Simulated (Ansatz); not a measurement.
Results of r²SCAN (Ansatz, a first-principles code, plane waves, PAW) for fluorite NdH₂.

Settings: plane-wave cutoff 500 eV, 12×12×12 k mesh, Fermi–Dirac smearing 0.05 eV, spin-polarised start, scalar-relativistic PAW data made under PBE.

Computed at the level's own relaxed cell.

**Question.** What does this level give for the volume per atom and lattice constant a?

**Answer.** 
volume per atom: 13.81 Å³/atom
lattice constant a: 5.493 Å

Note: the magnetic order was assumed, not searched for or taken from measurement; the relaxation could not lower the start's symmetry, so the cell can be a saddle point above a distorted one; the 4f shell is treated without U or exact exchange, so its levels and filling can be wrong.

Spin–orbit coupling is not included.

Computed values are for the static lattice.

It cost around 110 core-seconds (rough) of CPU time.
